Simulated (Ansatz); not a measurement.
H on the 1x1 (110) surface of bcc V, one in a 2x2 cell, energies for each (25.4 Å²). Energies are against ½ H2(g), without zero-point or thermal terms; each row is named by its start.

All values below come from PBE (plane waves to 420 eV, PAW; Ansatz, an electronic-structure program).

Q: Which site binds most strongly?
(A) bridge V-V (span 3.0 Å)
(B) hollow V-V-V
(C) bridge V-V (span 2.6 Å)
(D) top V

A: B, hollow V-V-V. Adsorption energies: hollow V-V-V -0.99 eV; bridge V-V (span 3.0 Å) -0.89 eV; bridge V-V (span 2.6 Å) -0.68 eV; top V 0.21 eV.
